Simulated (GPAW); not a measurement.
A self-consistent single point of TePdSe (P3m1, 3 atoms in the cell) with GPAW.

Method: PBEsol, GPAW PAW datasets PBEsol (made by gpaw-setup) (plane waves; GPAW).

The change in words: lattice scaled by 0.98. Reference geometry:
```
CELL_PARAMETERS angstrom
      3.92744     0.00000     0.00000
     -1.96372     3.40126     0.00000
      0.00000     0.00000     5.02889
ATOMIC_POSITIONS crystal
  Te 0.00000 0.00000 0.73055
  Pd 0.33333 0.66667 0.00891
  Se 0.66667 0.33333 0.26054
```

Reference input (self-consistent single point, DFT PBEsol, plane waves, GPAW PAW datasets PBEsol (made by gpaw-setup)): mode = pw; ecut = 600 eV; xc = PBEsol; kpts = 10 10 7; mesh shift (steps) = 0 0 0; occupations.name = methfessel-paxton; occupations.width = 0.1 eV; occupations.order = 0; nbands = -9; symmetry.symmorphic = false; symmetry.tolerance = 0.0005; maxiter = 100. This run's input differs from it in these lines:

```diff
@@ -5,8 +5,8 @@
 atoms = Atoms(['Te', 'Pd', 'Se'],
-              cell=[[3.927440, 0.000000, 0.000000],
-                    [-1.963720, 3.401263, 0.000000],
-                    [0.000000, 0.000000, 5.028890]],
-              positions=[[0.000000, 0.000000, 3.673856],
-                         [-0.000002, 2.267510, 0.044807],
-                         [1.963722, 1.133753, 1.310227]],
+              cell=[[3.848891, 0.000000, 0.000000],
+                    [-1.924446, 3.333238, 0.000000],
+                    [0.000000, 0.000000, 4.928312]],
+              positions=[[0.000000, 0.000000, 3.600378],
+                         [-0.000002, 2.222160, 0.043911],
+                         [1.924447, 1.111078, 1.284022]],
               pbc=True)
```

Output, abridged:

```
     iter     time        total  log10-change:
                         energy   eigst   dens
iter:   1 --:--:--   -16.647939
iter:   2 --:--:--   -14.897521   -1.57  -1.05
iter:   3 --:--:--   -13.221149   -0.85  -1.17
iter:   4 --:--:--   -13.178050   -2.25  -1.45
iter:   5 --:--:--   -13.102923   -2.28  -1.55
iter:   6 --:--:--   -13.093814   -2.38  -1.82
iter:   7 --:--:--   -13.090100c  -3.06  -2.07
iter:   8 --:--:--   -13.078621   -3.48  -2.37
iter:   9 --:--:--   -13.074239   -3.40  -2.50
iter:  10 --:--:--   -13.074230c  -4.72  -2.96
iter:  11 --:--:--   -13.074225c  -4.86  -3.00
iter:  12 --:--:--   -13.074109c  -4.80  -3.21
iter:  13 --:--:--   -13.074105c  -5.64  -3.50
iter:  14 --:--:--   -13.074105c  -6.27  -3.63
iter:  15 --:--:--   -13.074106c  -6.41  -3.68
iter:  16 --:--:--   -13.074109c  -6.09  -3.78
iter:  17 --:--:--   -13.074109c  -7.08  -3.98
iter:  18 --:--:--   -13.074109c  -7.50c -4.01c
Converged after 18 iterations.

Dipole moment: (0.158918, -0.091752, -0.791670) |e|*Ang

Energy contributions relative to reference atoms: (reference = -387930.840369)

Kinetic:        +10.555373
Potential:      -13.915201
External:        +0.000000
XC:              -9.649145
Entropy (-ST):   -0.008050
Local:           -0.061111
SIC:             +0.000000
--------------------------
Free energy:    -13.078134
Extrapolated:   -13.074109

Showing only first 2 kpts
 Kpt  Band  Eigenvalues  Occupancy
  0    12      8.01499    2.00000
  0    13      9.37566    0.00000
  0    14      9.37567    0.00000
  0    15     10.01640    0.00000

  1    12      7.82294    2.00000
  1    13      9.46233    0.00000
  1    14      9.63052    0.00000
  1    15      9.63053    0.00000

Fermi level: 8.35688

No gap
No difference between direct/indirect transitions
Energy (eV): -13.074109

Forces in eV/Ang:
  0 Te    0.00000    0.00000   -0.48688
  1 Pd    0.00000    0.00000    0.14181
  2 Se    0.00000   -0.00000    0.34440

Stress tensor:
    -0.023119    -0.000000    -0.000000
    -0.000000    -0.023119     0.000000
    -0.000000     0.000000    -0.011544
Stress (GPa, Voigt): [-3.7041 -3.7041 -1.8495  0.     -0.     -0.    ]
```

The run converged in 18 iterations. GPAW prints stress with tension positive. Against the reference run the free energy drops by 1.9 meV/atom, the pressure goes from -3.21 to 3.09 GPa and the largest force goes from 0.084 to 0.487 eV/Å.

The starting cell comes from a database of computed structures (which also holds hypothetical and non-ambient phases and stackings), without a prior relaxation at this level. For this run, on top of that: lattice scaled by 0.98. Spin polarisation is off. With a pressure of about 3 GPa the cell is away from its equilibrium volume at this level.

Cost on one core of a shared machine: roughly 2 min.
